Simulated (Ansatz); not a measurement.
## CsCl-type NiAl

The numbers are results of PBEsol in Ansatz (PAW), not measurements.

Numerical settings: plane-wave cutoff 560 eV, 16×16×16 k mesh, Fermi–Dirac smearing 0.1 eV, perturbation theory, no spin polarisation, scalar-relativistic PAW data made under PBE.

Cell (relaxed at this level):

```xyz
2
Lattice="2.8622 0.0000 0.0000 0.0000 2.8622 0.0000 0.0000 0.0000 2.8622" Properties=species:S:1:pos:R:3 pbc="T T T"
Al     1.4311     1.4311     1.4311
Ni     0.0000     0.0000     0.0000
```

```json
{
 "TO(Γ) frequency": "302 cm⁻¹"
}
```

The result took roughly 4 core-minutes.

Ansatz is a first-principles code.
